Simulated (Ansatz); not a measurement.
Sc3Ru (model structure, started from the Cu3Au type, Pm-3m, No. 221, 4 atoms in the cell), treated with LDA in Ansatz (plane waves, PAW).

Numerical settings: plane-wave cutoff 520 eV, 14×14×14 k mesh, Fermi–Dirac smearing 0.05 eV, no spin polarisation, scalar-relativistic PAW data made under PBE.

Cell (relaxed at this level):

```
RuSc3
1.0
    4.17729     0.00000     0.00000
    0.00000     4.17729     0.00000
    0.00000     0.00000     4.17729
Sc Ru
3 1
Direct
  0.00000   0.50000   0.50000
  0.50000   0.50000   0.00000
  0.50000   0.00000   0.50000
  0.00000   0.00000   0.00000
```

Task: Predict the bulk modulus.

Result: 
bulk modulus: 99.2 GPa

Note: the run has no spin polarisation, so it can have missed a magnetic state; the bulk modulus is −V dP/dV from two relaxed cells at ±2 % in volume; the relaxation could raise the start's symmetry but not lower it, so the cell can be a saddle point.

Computed values are for the static lattice.

Cost on a shared machine: about 2.7 core-minutes (a rough figure).

A model structure was made by putting elements into a prototype or built by hand; it is no filed structure, need not be a known phase, and can be a saddle point held by its symmetry.

Ansatz is a quantum-chemistry and plane-wave program.
